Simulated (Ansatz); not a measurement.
A self-consistent single point of MoCl6 (P31m, 7 atoms in the cell) with Ansatz (a quantum-chemistry and plane-wave program).

Computed with LDA (PW92), default PAW files made with PBE (plane waves; Ansatz).

The change in words: 1 x 1 x 1 supercell, one Mo atom moved by 0.02 angstrom along z; scf.occupations.method: fixed → fermi_dirac; scf.occupations.width: default → 0.05 eV. Reference geometry:
```
MoCl6
1.0
    6.15496     0.00000     0.00000
   -3.07748     5.33035     0.00000
    0.00000     0.00000     5.64892
Mo Cl
1 6
Direct
  0.00000   0.00000   0.50000
  0.30361   0.30361   0.26629
  0.69639   0.69639   0.73371
  0.69639   0.00000   0.26629
  0.30361   0.00000   0.73371
  0.00000   0.69639   0.26629
  0.00000   0.30361   0.73371
```

Reference input (self-consistent single point, DFT, LDA (PW92), plane waves, default PAW files made with PBE): basis.ecutwfc = 420 eV; kpoints.mp_grid.grid = 5 5 5; hamiltonian.xc = lda; hamiltonian.pseudopotentials = {kind: paw} (the program's default PAW files); scf.occupations.method = fixed. This run's input differs from it in these lines:

Ansatz 0.2 input:
```diff
@@ -6,3 +6,3 @@
   atoms:
-    - { symbol: Mo, position_ang: [0.00000000, 0.00000000, 2.82446100] }
+    - { symbol: Mo, position_ang: [0.00000000, 0.00000000, 2.84445818] }
     - { symbol: Cl, position_ang: [0.93435370, 1.61834817, 1.50425144] }
@@ -21,3 +21,3 @@
 scf:
-  occupations: { method: fixed }
+  occupations: { method: fermi_dirac, width: 0.05 }
 output:
```

The program printed (abridged):

```
SCF iter   1: F=—  HF=-11112.262553 eV  |F-HF|=—  |Δ(HF+E_count)|=         —  Δρ=5.70e-3  dr2=4.44e-2  ethr=1.77e-3  ⟨swp⟩=7.3  Hψ=3052  notcnv=0
all-band conjugate gradients solve this SCF's bands
preconditioner: auto → Resta (q_TF=auto, 2.235 Å⁻¹)
SCF iter   2: F=—  HF=-11112.255749 eV  |F-HF|=—  |Δ(HF+E_count)|=   6.80e-3  Δρ=3.28e-3  dr2=1.64e-2  ethr=7.93e-5  ⟨swp⟩=2.1  Hψ=1138  notcnv=0
   [... lines left out ...]
SCF iter   5: F=—  HF=-11112.252661 eV  |F-HF|=—  |Δ(HF+E_count)|=   4.95e-5  Δρ=6.70e-5  dr2=1.06e-5  ethr=5.32e-7  ⟨swp⟩=2.3  Hψ=937  notcnv=0
SCF iter   6: F=—  HF=-11112.252696 eV  |F-HF|=—  |Δ(HF+E_count)|=   3.48e-5  Δρ=1.76e-5  dr2=9.42e-7  ethr=1.89e-8  ⟨swp⟩=2.5  Hψ=1069  notcnv=0
SCF iter   7: F=—  HF=-11112.252696 eV  |F-HF|=—  |Δ(HF+E_count)|=   6.23e-7  Δρ=1.03e-5  dr2=3.94e-7  ethr=1.68e-9  ⟨swp⟩=2.2  Hψ=1014  notcnv=0
SCF iter   8: F=-11112.252696 eV  HF=-11112.252696 eV  |F-HF|=1.29e-8  |Δ(HF+E_count)|=   2.18e-8  Δρ=3.60e-6  dr2=4.45e-8  ethr=1.79e-10  ⟨swp⟩=4.2  Hψ=2836  notcnv=0
SCF 1 converged in 8 iterations: F = -11112.252696 eV  dr2 = 4.45e-8
Free energy (F): -11112.252696 eV
Internal energy: -11112.252686 eV  (E = F + TS)
E sigma→0 (E₀):  -11112.252691 eV
Entropy (-TS):   -0.000011 eV (-0.002 meV/atom)
Fermi energy:    2.210559 eV
--- Forces (eV/Å), atoms counted from 1 ---
  atom   1  Mo    -0.00000000     0.00000000    -0.33481377
  atom   2  Cl    -0.08236357    -0.14265788     0.09266337
  atom   3  Cl     0.02197185     0.03805636     0.01889270
  atom   4  Cl     0.16472713     0.00000000     0.09266337
  atom   5  Cl    -0.04394370     0.00000000     0.01889270
  atom   6  Cl    -0.08236357     0.14265788     0.09266337
  atom   7  Cl     0.02197185    -0.03805636     0.01889270
--- Stress (GPa, compression-positive) ---
       -1.986234       0.000000       0.000000
        0.000000      -1.986234       0.000000
       -0.000000       0.000000      -2.174595
  P = ⅓ Tr σ = -2.0490 GPa (-20.490 kbar)
  The stress holds the Pulay correction. Without it, at fixed plane waves, as pw.x and ABINIT print it: P = -2.0526 GPa
```

The run converged in 8 iterations. Against the reference run the free energy is nearly the same (within 1 meV/atom), the pressure hardly changes (-2.06 to -2.05 GPa), the largest force goes from 0.113 to 0.335 eV/Å and the gap on the mesh hardly changes (0.973 to 0.971 eV).

The starting cell comes from a database of computed structures (which also holds hypothetical and non-ambient phases and stackings), without a prior relaxation at this level. Its lattice was rescaled by up to half a per cent. For this run, on top of that: 1 x 1 x 1 supercell, one Mo atom moved by 0.02 angstrom along z. Ansatz's pressure includes its estimate of the finite-basis (Pulay) stress.
